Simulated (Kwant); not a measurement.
System: normal lead on a InSb wire with induced superconductivity. Mass 0.014 mₑ, grid 10 nm, pairing Δ = 0.2 meV, chemical potential 0.036 meV in the wire and 4 meV in the lead, Rashba 0.065 eV nm, Zeeman energy 0.66 meV along the wire, barrier 10 meV × 30 nm; the superconducting wire is semi-infinite.

The device is made up for the run: typed textbook-type constants, with dimensions and the other settings drawn at random.

Kwant, Bogoliubov-de Gennes tight-binding model of one subband, both spins, coherent transport at 0 K. Conductance is in e²/h.

Does the wire meet the condition for a Majorana end state, and what zero-bias conductance follows?

√(Δ² + μ²) = 0.203 meV against a Zeeman energy of 0.660 meV: the condition is met, so G(0) = 2e²/h whatever the barrier. Simulated G(0) = 2.00 e²/h.
